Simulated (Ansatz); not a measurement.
**Effect of Zn → Re on ZnCu2SnS4**

Start from ZnCu$_{2}$SnS$_{4}$ (space group I-4, No. 82; a = 5.4685 Å, c = 10.9351 Å).

Modification: full substitution Zn → Re, then cell and atoms are relaxed.

The values are results of PBE (Ansatz, a quantum-chemistry and plane-wave program), spin-orbit coupling left out, earlier PAW set, not measurements. Settings: 12×12×12 k-points, 0.05 eV Fermi–Dirac smearing, for the changed cell.

The volume per atom rises by 0.74 Å³ (20.44 Å³ → 21.18 Å³) and the density goes up by 1.03 g/cm³, from 4.46 g/cm³ to 5.49 g/cm³. The c/a ratio grows by 0.043 to 2.043 and the space group remains I-4 (No. 82). The shortest interatomic distance decreases by 0.058 Å, from 2.317 Å to 2.259 Å and the band gap remains zero.

Final structure:

```
CELL_PARAMETERS angstrom
     -2.74733     2.74733     5.61250
      2.74733    -2.74733     5.61250
      2.74733     2.74733    -5.61250
ATOMIC_POSITIONS crystal
  Cu 0.00000 0.00000 0.00000
  Cu 0.75000 0.25000 0.50000
  Re 0.25000 0.75000 0.50000
  Sn 0.50000 0.50000 0.00000
  S  0.63416 0.64738 0.56629
  S  0.08109 0.06787 0.43371
  S  0.35262 0.91891 0.98677
  S  0.93213 0.36584 0.01323
```

No phonon test of stability was made. As relaxed here, Cu2ReSnS4 is a hypothetical phase, not in the database extracts checked. All final runs are without spin polarisation. An odd electron count without spin: Cu2ReSnS4. Cu2ReSnS4 has a high density of states at the Fermi level and may be magnetic at this level. Gaps under 0.05 eV, about the width of the smearing, are given as zero. The zero or small gap of ZnCu2SnS4 can change with the level of theory.
